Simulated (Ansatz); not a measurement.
ZnS (P3m1, No. 156, 40 atoms in the cell; start mp-557062; a measured phase of this formula has another space group), treated with LDA in Ansatz (plane waves, PAW).

Run with plane-wave cutoff 520 eV, 12×12×1 k mesh (along the axes of the cell as run), Fermi–Dirac smearing 0.01 eV, scalar-relativistic PAW data made under PBE.

Cell (relaxed at this level):

Space group P3m1 (No. 156); a = b = 3.7428 Å, c = 61.2353 Å, α = β = 90.00°, γ = 120.00°

```json
[
 {"atom": "Zn", "site": "1b", "symmetry": "3m.", "x": "0.3333", "y": "0.6667", "z": "0.9500"},
 {"atom": "Zn", "site": "1a", "symmetry": "3m.", "x": "0.0000", "y": "0.0000", "z": "0.1500"},
 {"atom": "Zn", "site": "1c", "symmetry": "3m.", "x": "0.6667", "y": "0.3333", "z": "0.4000"},
 {"atom": "Zn", "site": "1c", "symmetry": "3m.", "x": "0.6667", "y": "0.3333", "z": "0.9001"},
 {"atom": "Zn", "site": "1a", "symmetry": "3m.", "x": "0.0000", "y": "0.0000", "z": "0.8500"},
 {"atom": "Zn", "site": "1c", "symmetry": "3m.", "x": "0.6667", "y": "0.3333", "z": "0.7000"},
 {"atom": "Zn", "site": "1c", "symmetry": "3m.", "x": "0.6667", "y": "0.3333", "z": "0.1000"},
 {"atom": "Zn", "site": "1c", "symmetry": "3m.", "x": "0.6667", "y": "0.3333", "z": "0.5500"},
 {"atom": "Zn", "site": "1a", "symmetry": "3m.", "x": "0.0000", "y": "0.0000", "z": "0.6500"},
 {"atom": "Zn", "site": "1b", "symmetry": "3m.", "x": "0.3333", "y": "0.6667", "z": "0.0501"},
 {"atom": "Zn", "site": "1a", "symmetry": "3m.", "x": "0.0000", "y": "0.0000", "z": "0.0000"},
 {"atom": "Zn", "site": "1a", "symmetry": "3m.", "x": "0.0000", "y": "0.0000", "z": "0.4501"},
 {"atom": "Zn", "site": "1b", "symmetry": "3m.", "x": "0.3333", "y": "0.6667", "z": "0.2000"},
 {"atom": "Zn", "site": "1b", "symmetry": "3m.", "x": "0.3333", "y": "0.6667", "z": "0.3000"},
 {"atom": "Zn", "site": "1b", "symmetry": "3m.", "x": "0.3333", "y": "0.6667", "z": "0.5000"},
 {"atom": "Zn", "site": "1a", "symmetry": "3m.", "x": "0.0000", "y": "0.0000", "z": "0.3500"},
 {"atom": "Zn", "site": "1c", "symmetry": "3m.", "x": "0.6667", "y": "0.3333", "z": "0.2500"},
 {"atom": "Zn", "site": "1b", "symmetry": "3m.", "x": "0.3333", "y": "0.6667", "z": "0.6001"},
 {"atom": "Zn", "site": "1c", "symmetry": "3m.", "x": "0.6667", "y": "0.3333", "z": "0.8000"},
 {"atom": "Zn", "site": "1b", "symmetry": "3m.", "x": "0.3333", "y": "0.6667", "z": "0.7500"},
 {"atom": "S", "site": "1c", "symmetry": "3m.", "x": "0.6667", "y": "0.3333", "z": "0.5875"},
 {"atom": "S", "site": "1c", "symmetry": "3m.", "x": "0.6667", "y": "0.3333", "z": "0.1375"},
 {"atom": "S", "site": "1b", "symmetry": "3m.", "x": "0.3333", "y": "0.6667", "z": "0.6375"},
 {"atom": "S", "site": "1c", "symmetry": "3m.", "x": "0.6667", "y": "0.3333", "z": "0.8375"},
 {"atom": "S", "site": "1b", "symmetry": "3m.", "x": "0.3333", "y": "0.6667", "z": "0.3375"},
 {"atom": "S", "site": "1b", "symmetry": "3m.", "x": "0.3333", "y": "0.6667", "z": "0.9875"},
 {"atom": "S", "site": "1b", "symmetry": "3m.", "x": "0.3333", "y": "0.6667", "z": "0.0875"},
 {"atom": "S", "site": "1b", "symmetry": "3m.", "x": "0.3333", "y": "0.6667", "z": "0.2374"},
 {"atom": "S", "site": "1c", "symmetry": "3m.", "x": "0.6667", "y": "0.3333", "z": "0.7374"},
 {"atom": "S", "site": "1c", "symmetry": "3m.", "x": "0.6667", "y": "0.3333", "z": "0.9375"},
 {"atom": "S", "site": "1a", "symmetry": "3m.", "x": "0.0000", "y": "0.0000", "z": "0.8876"},
 {"atom": "S", "site": "1c", "symmetry": "3m.", "x": "0.6667", "y": "0.3333", "z": "0.4375"},
 {"atom": "S", "site": "1c", "symmetry": "3m.", "x": "0.6667", "y": "0.3333", "z": "0.2875"},
 {"atom": "S", "site": "1a", "symmetry": "3m.", "x": "0.0000", "y": "0.0000", "z": "0.4875"},
 {"atom": "S", "site": "1b", "symmetry": "3m.", "x": "0.3333", "y": "0.6667", "z": "0.7875"},
 {"atom": "S", "site": "1a", "symmetry": "3m.", "x": "0.0000", "y": "0.0000", "z": "0.3874"},
 {"atom": "S", "site": "1a", "symmetry": "3m.", "x": "0.0000", "y": "0.0000", "z": "0.0376"},
 {"atom": "S", "site": "1a", "symmetry": "3m.", "x": "0.0000", "y": "0.0000", "z": "0.1874"},
 {"atom": "S", "site": "1b", "symmetry": "3m.", "x": "0.3333", "y": "0.6667", "z": "0.5374"},
 {"atom": "S", "site": "1a", "symmetry": "3m.", "x": "0.0000", "y": "0.0000", "z": "0.6875"}
]
```

Q: What does this level give for the band gap?

A: 
band gap: 2.15 eV (on the SCF k mesh)

Note: the relaxation could not lower the start's symmetry, so the cell can be a saddle point above a distorted one.

A start named mp-… is a Materials Project structure, which need not be a measured phase.

Ansatz is an electronic-structure program.
